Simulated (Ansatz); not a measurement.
A15 Mo₃Si was calculated with PBE in Ansatz (plane waves, PAW).

Run with plane-wave cutoff 520 eV, 12×12×12 k mesh, Fermi–Dirac smearing 0.05 eV, no spin polarisation, scalar-relativistic PAW data made under PBE.

Computed points:

```tsv
V (Å³/atom)	E − E_lowest (meV/atom)	P (GPa)
13.872	46.05	17.59
14.167	19.72	11.10
14.463	4.76	5.26
14.758	0.00	0.00
15.053	4.42	-4.71
15.348	17.08	-8.95
15.643	37.14	-12.76
```

Q: Estimate the bulk modulus and its pressure derivative from these points.

A: V0 = 14.758 Å³/atom, B0 = 249 GPa, B′ = 4.3 (fit to the energies at full precision).

The computed numbers hold no vibrational or temperature effects.

The result took roughly 4 core-minutes.

Ansatz is a quantum-chemistry and plane-wave program.
